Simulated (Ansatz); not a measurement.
The reference is WS₂ in the 2H-MoS2 type structure (space group P6_3/mmc, No. 194; a = 3.1700 Å, c = 12.4918 Å; layered, stacked along the Cartesian z axis).

Levels (all Ansatz, a first-principles code, PAW): r2SCAN+rVV10 (500 eV, spin-orbit coupling left out); HSE06 (420 eV, spin-orbit coupling left out).

The geometry is relaxed with r2SCAN+rVV10.

| Property | Result |
|---|---|
| r2SCAN+rVV10 lowest conduction level above the VBM at special points | K 1.29 eV; H 1.29 eV; M 2.37 eV; Γ 2.43 eV |

**Question.** Predict the lowest conduction level above the VBM at special points from HSE06.

**Answer.** The lowest conduction level above the VBM at special points goes from K 1.29 eV; H 1.29 eV; M 2.37 eV; Γ 2.43 eV to K 1.67 eV; H 1.67 eV; M 2.92 eV; Γ 2.98 eV.

Single points use the geometry relaxed with r2SCAN+rVV10. HSE06 gaps are upper bounds (no full band path). The levels and masses belong to the bands next to the band gap. No phonon test of stability was made.
